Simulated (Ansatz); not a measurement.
## A computed series for KTaO3: response to strain

Start from KTaO3 in the cubic perovskite structure (space group Pm-3m, No. 221).

```
KTaO3
1.0
    3.95200     0.00000     0.00000
    0.00000     3.95200     0.00000
    0.00000     0.00000     3.95200
K Ta O
1 1 3
Cartesian
  0.00000   0.00000   0.00000
  1.97600   1.97600   1.97600
  1.97600   0.00000   1.97600
  0.00000   1.97600   1.97600
  1.97600   1.97600   0.00000
```

Cartesian axes are those of the cell as printed.

Strains are applied to the cell and any free atomic positions relax; under biaxial strain the out-of-plane vector relaxes too.

Level of theory: DFT with LDA, PAW potentials and a 420 eV plane-wave cutoff in Ansatz (a program for electronic structure), scalar-relativistic without spin-orbit coupling.

Notes on the quantities. energy relative to the base: free energy F.

```tsv
case	band gap	energy relative to the base	out-of-plane strain
base	2.13 eV	0 meV/atom	–
biaxial strain −2.50 %, plane normal [111], relaxed out of plane	[?]	+19 meV/atom	+2.24 %
biaxial strain −2.00 %, plane normal [111], relaxed out of plane	[?]	+12 meV/atom	+1.77 %
biaxial strain −1.50 %, plane normal [111], relaxed out of plane	2.12 eV	+6.6 meV/atom	+1.32 %
biaxial strain −1.00 %, plane normal [111], relaxed out of plane	2.12 eV	+3.0 meV/atom	+0.87 %
biaxial strain −0.50 %, plane normal [111], relaxed out of plane	2.13 eV	+0.8 meV/atom	+0.43 %
```

Question: Some entries are withheld; estimate them.

Answer: 
- biaxial strain −2.50 %, plane normal [111], relaxed out of plane, band gap: 2.09 eV
- biaxial strain −2.00 %, plane normal [111], relaxed out of plane, band gap: 2.10 eV

Spin-orbit coupling, missing from the scalar runs, can matter with Ta. Stability against distortions was not tested.
